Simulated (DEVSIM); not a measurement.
Device: illuminated Si p-on-n cell, one wavelength, at 300 K.

```
layer (left to right)  material  thickness (μm)  Nd (cm⁻³)  Na (cm⁻³)  τn (s)  τp (s)  absorption coefficient (cm⁻¹)
---------------------  --------  --------------  ---------  ---------  ------  ------  -----------------------------
1                            Si           0.540          -     6.3e17    2e-6  8.1e-8                          25000
2                            Si             140     9.7e16          -  2.9e-6  2.9e-6                          25000
```

Left contact: ohmic, minority electron recombination velocity 100 cm/s. Right contact: ohmic, minority hole recombination velocity 10 cm/s. Voltage is applied to the left contact. Recombination: SRH at mid-gap, radiative, Auger. Gap narrowing is on: ΔEg = 6.92 meV × (l + √(l² + 0.5)), l = ln(N/1.3e17 cm⁻³), shared equally by both band edges. Light enters at the left, 1.8e18 photons cm⁻² s⁻¹, one pass, no reflection. Mobility is μmin + (μ − μmin)/(1 + (N/Nref)^α).

The device is made up for the run: typed textbook-type constants, with dimensions and the other settings drawn at random. Values at 300 K.

| parameter | Si |
|---|---|
| gap (eV) | 1.124 |
| affinity (eV) | 4.05 |
| permittivity | 11.7 |
| Nc (cm⁻³) | 2.86e19 |
| Nv (cm⁻³) | 3.1e19 |
| μn (cm²/Vs) | 1417 |
| μp (cm²/Vs) | 470 |
| μn,min | 52 |
| μp,min | 45 |
| Nref,n | 9.7e16 |
| Nref,p | 2.2e17 |
| αn | 0.68 |
| αp | 0.72 |
| B (cm³/s) | 4.7e-15 |
| Cn (cm⁶/s) | 2.8e-31 |
| Cp (cm⁶/s) | 9.9e-32 |

Simulated with DEVSIM: 1D drift-diffusion, Boltzmann statistics, complete ionisation; no tunnelling, impact ionisation, image-force lowering or self-heating.

The photon flux was swept, all else fixed.

```tsv
photon flux (cm^-2 s^-1)	fill factor	short-circuit current (mA/cm²)	open-circuit voltage (V)	largest power (mW/cm²)
5.4e16	0.83	8.62	0.616	4.42
1.8e17	0.84	28.7	0.648	15.6
5.4e17	0.84	86.2	0.676	49.1
1.8e18	0.85	287	0.708	172
5.4e18	0.85	862	0.736	539
1.8e19	0.85	2880	0.769	1880
5.4e19	0.84	8630	0.801	5830
```

From the first row to the last the fill factor goes from 0.83 to 0.84. From the first row to the last the short-circuit current goes from 8.62 to 8630.
